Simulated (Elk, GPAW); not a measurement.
An Elk input for a self-consistent single point of YbIn₅Rh (P4/mmm, 7 atoms in the cell) (DFT, LDA (PW92), all-electron FP-LAPW, Elk's shipped species files, APW+lo basis with extra local orbitals):

```
tasks
  0

tforce
  .true.

rgkmax
  7.5

gmaxvr
  18.0

lmaxapw
  10

lmaxo
  8

nxlo
  2

lorbcnd
  .true.

lradstp
  2

nrmtscf
  2.0

rmtscf
  0.95

lmaxi
  4

stype
  0

swidth
  0.00367493

maxscl
  100

scale
  1.889726125

avec
    4.5933580000    0.0000000000    0.0000000000
    0.0000000000    4.5933580000    0.0000000000
    0.0000000000    0.0000000000    7.4038610000

atoms
  3
  'Yb.in'
  1
  0.0000000000  0.0000000000  0.0000000000    0.0 0.0 0.0
  'In.in'
  5
  0.5000000000  0.5000000000  0.0000000000    0.0 0.0 0.0
  0.5000000000  0.0000000000  0.3000100000    0.0 0.0 0.0
  0.5000000000  0.0000000000  0.6999900000    0.0 0.0 0.0
  0.0000000000  0.5000000000  0.3000100000    0.0 0.0 0.0
  0.0000000000  0.5000000000  0.6999900000    0.0 0.0 0.0
  'Rh.in'
  1
  0.0000000000  0.0000000000  0.5000000000    0.0 0.0 0.0

ngridk
  5 5 3
```

Q: Give the GPAW input for the same structure, mesh, smearing and functional.

A: This is the input that was run; spellings and numerical settings could be chosen otherwise.

```python
from ase import Atoms
from ase.units import GPa
from gpaw import GPAW

atoms = Atoms(['Yb', 'In', 'In', 'In', 'In', 'In', 'Rh'],
              cell=[[4.593358, 0.000000, 0.000000],
                    [0.000000, 4.593358, 0.000000],
                    [0.000000, 0.000000, 7.403861]],
              scaled_positions=[[0.000000, 0.000000, 0.000000],
                                [0.500000, 0.500000, 0.000000],
                                [0.500000, 0.000000, 0.300010],
                                [0.500000, 0.000000, 0.699990],
                                [0.000000, 0.500000, 0.300010],
                                [0.000000, 0.500000, 0.699990],
                                [0.000000, 0.000000, 0.500000]],
              pbc=True)

calc = GPAW(mode={'name': 'pw', 'ecut': 850},
            xc='LDA',
            kpts=(5, 5, 3),
            occupations={'name': 'methfessel-paxton', 'width': 0.1, 'order': 0},
            nbands=-13,
            convergence={'density': 1e-05, 'energy': 1e-05},
            symmetry={'symmorphic': False, 'tolerance': 0.0005},
            maxiter=150)

atoms.calc = calc

energy = atoms.get_potential_energy()
print('Energy (eV):', round(energy, 6))
forces = atoms.get_forces()
print('Forces (eV/Ang):')
print(forces.round(5))
stress = atoms.get_stress()
print('Stress (GPa, Voigt):', (stress / GPa).round(4))
```

Basis, cutoffs, solver keys and any potentials are the target program's own. This input uses DFT LDA (Perdew-Wang 92), plane waves, GPAW PAW datasets LDA (gpaw-data 1.0.1). LDA parametrisations can differ slightly between programs.

The starting cell comes from a database of computed structures (which also holds hypothetical and non-ambient phases and stackings), without a prior relaxation at this level. For this run, on top of that: lattice scaled by 0.98.
